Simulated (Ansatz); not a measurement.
## Fermi-surface data of Mo under load (space group I4/mmm)

Here is the system:

```
CELL_PARAMETERS angstrom
     -1.51761     1.51761     1.56455
      1.51761    -1.51761     1.56455
      1.51761     1.51761    -1.56455
ATOMIC_POSITIONS crystal
  Mo 0.00000 0.00000 0.00000
```

These are PBEsol with spin-orbit coupling, rigid bands (plane waves, PAW; Ansatz, a quantum-chemistry and plane-wave program) values and carry that method's errors. Condition of this run: biaxial strain xx = yy = -3 %, z clamped with spin-orbit coupling. Cell: cell and atoms relaxed with PBEsol, then loaded as said.

```yaml
density of states at the Fermi level: 0.576 states/(eV·cell), both spins
bare Sommerfeld coefficient: 1.36 mJ/(mol of atoms·K²)
drude_plasma_energy: 9.4 eV
root-mean-square Fermi velocity: 9.2e5 m/s
resistivity times τ: 5.5 ×10⁻²² Ω·m·s
resistivity_times_mean_free_path: 5.5 ×10⁻¹⁶ Ω·m²
```

A metal at this level (no band gap); rigid bands, thermally averaged at 300 K, both spins. τ is one relaxation time for all states; the product of resistivity and mean free path takes one path for all states instead.
